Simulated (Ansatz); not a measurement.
**A computed series for ZnO: carrier doping**

Consider ZnO (space group P4_2/mnm, No. 136; a cell from a computed database, its experimental status unchecked).

```
ZnO
1.0
    5.51565     0.00000     0.00000
    0.00000     5.51565     0.00000
    0.00000     0.00000     3.24011
Zn O
4 4
Direct
  0.18196   0.18196   0.50000
  0.81804   0.81804   0.50000
  0.31804   0.68196   0.00000
  0.68196   0.31804   0.00000
  0.81809   0.18191   0.50000
  0.18191   0.81809   0.50000
  0.31809   0.31809   0.00000
  0.68191   0.68191   0.00000
```

Carriers are added at fixed cell with a uniform background; the Fermi–Dirac width is that of 300 K.

Method: PBEsol (Ansatz, a first-principles code), spin-orbit coupling left out.

Notes on the quantities. Fermi level from band edge: Fermi level relative to the doped band's edge (positive inside the band; to 0.05 eV).

| electron density (10^21 cm⁻³) | Fermi level from band edge (eV) |
|---|---|
| 2 | 1.60 |
| 3 | 1.85 |
| 5 | ? |
| 10 | 3.10 |

Task: Fit E_F = C n^s, fitted as a line in log–log form (a parabolic band gives s = 2/3) to the rows shown and predict the withheld row.

Result: Least squares on the printed values gives C = 1.19 eV, s = 0.42 (largest residual 0.02 eV); this predicts 2.32 eV, and the run gives 2.30 eV, in agreement.

Carriers are added with a uniform compensating background; total energy and stress of such cells depend on the potential's zero and are not compared; many-body gap narrowing is missing at this level. Whether these cells are dynamically stable was not tested. This is not the structure that ZnO has at room temperature and ambient pressure.
